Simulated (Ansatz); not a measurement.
Ansatz (a first-principles code) run on Li2SnHgS4 (I-42m, 8 atoms in the cell): self-consistent single point.

Method: PBE (plane waves, PAW; Ansatz).

```
CELL_PARAMETERS angstrom
     -2.75700     2.75700     5.41553
      2.75700    -2.75700     5.41553
      2.75700     2.75700    -5.41553
ATOMIC_POSITIONS crystal
  Li 0.25000 0.75000 0.50000
  Li 0.75000 0.25000 0.50000
  Hg 0.00000 0.00000 0.00000
  S  0.37700 0.88700 0.00000
  S  0.11300 0.11300 0.49000
  S  0.62300 0.62300 0.51000
  S  0.88700 0.37700 0.00000
  Sn 0.50000 0.50000 0.00000
```

Reference input (self-consistent single point, DFT, PBE, plane waves, default PAW files): basis.ecutwfc = 420 eV; kpoints.mp_grid.grid = 5 5 5; hamiltonian.xc = pbe; hamiltonian.pseudopotentials = {kind: paw} (the program's default PAW files); scf.occupations.method = cold; scf.occupations.width = 0.05 eV. This run's input differs from it in these lines:

Ansatz 0.2 input:
```diff
@@ -16,3 +16,3 @@
 basis:
-  ecutwfc: 420.0
+  ecutwfc: 295.0
 kpoints:
```

Output, abridged:

```
SCF iter   1: F=—  HF=-23860.134846 eV  |F-HF|=—  |Δ(HF+E_count)|=         —  Δρ=2.94e-3  dr2=4.30e-3  ethr=1.77e-3  ⟨swp⟩=7.8  Hψ=3326  notcnv=0  defer=12
all-band conjugate gradients solve this SCF's bands
preconditioner: auto → Resta (q_TF=auto, 2.331 Å⁻¹)
SCF iter   2: F=—  HF=-23860.134442 eV  |F-HF|=—  |Δ(HF+E_count)|=   4.04e-4  S|Δr|=    0.00e0  Δρ=1.28e-3  dr2=8.14e-4  ethr=6.71e-6  ⟨swp⟩=2.0  Hψ=1449  notcnv=0  defer=23
   [... lines left out ...]
SCF iter   4: F=—  HF=-23860.134935 eV  |F-HF|=—  |Δ(HF+E_count)|=   4.68e-5  S|Δr|=    0.00e0  Δρ=5.33e-5  dr2=3.41e-6  ethr=1.16e-7  ⟨swp⟩=2.0  Hψ=1241  notcnv=0  defer=23
SCF iter   5: F=—  HF=-23860.134939 eV  |F-HF|=—  |Δ(HF+E_count)|=   3.35e-6  S|Δr|=    0.00e0  Δρ=1.49e-5  dr2=5.40e-7  ethr=5.33e-9  ⟨swp⟩=2.0  Hψ=1129  notcnv=0  defer=23
SCF iter   6: F=-23860.134939 eV  HF=-23860.134939 eV  |F-HF|=5.57e-8  |Δ(HF+E_count)|=   5.96e-7  S|Δr|=    0.00e0  Δρ=4.12e-6  dr2=4.18e-8  ethr=1.56e-10  ⟨swp⟩=10.7  Hψ=3162  notcnv=0
SCF 1 converged in 6 iterations: F = -23860.134939 eV  dr2 = 4.18e-8
Stability not checked (fill_not_monotonic)
Free energy (F): -23860.134939 eV
Internal energy: -23860.134939 eV  (E = F + TS)
E sigma→0 (E₀):  -23860.134939 eV
Fermi energy:    6.632298 eV
--- Forces (eV/Å), atoms counted from 1 ---
  atom   1  Li    -0.00000000     0.00000000     0.00000000
  atom   2  Li    -0.00000000     0.00000000     0.00000000
  atom   3  Hg    -0.00000000     0.00000000     0.00000000
  atom   4  S     -1.10457503     1.10457503     0.67778683
  atom   5  S      1.10457503     1.10457503    -0.67778683
   [... lines left out ...]
  atom   8  Sn    -0.00000000     0.00000000    -0.00000000
--- Stress (GPa, compression-positive) ---
        7.322536       0.000000       0.000000
        0.000000       7.322536       0.000000
        0.000000       0.000000       8.057703
  P = ⅓ Tr σ = 7.5676 GPa (75.676 kbar)
  The stress holds the Pulay correction. Without it, at fixed plane waves, as pw.x and ABINIT print it: P = 4.7327 GPa
```

The run converged in 6 iterations. Against the reference run the free energy rises by 37.2 meV/atom, the pressure goes from 7.43 to 7.57 GPa, the largest force goes from 1.680 to 1.703 eV/Å and the gap on the mesh hardly changes (1.339 to 1.343 eV).

The starting cell was generated: these elements placed on a structure prototype, without a prior relaxation; it need not be a known phase or ordering of this composition. Its lattice was rescaled by a random factor within 2.5 % of one. Spin-orbit coupling is off. Forces in this geometry exceed 1 eV/Å. Ansatz's pressure includes its estimate of the finite-basis (Pulay) stress. Without the estimate this run gives 4.73 GPa. The cutoff lies below the one recommended for these files.
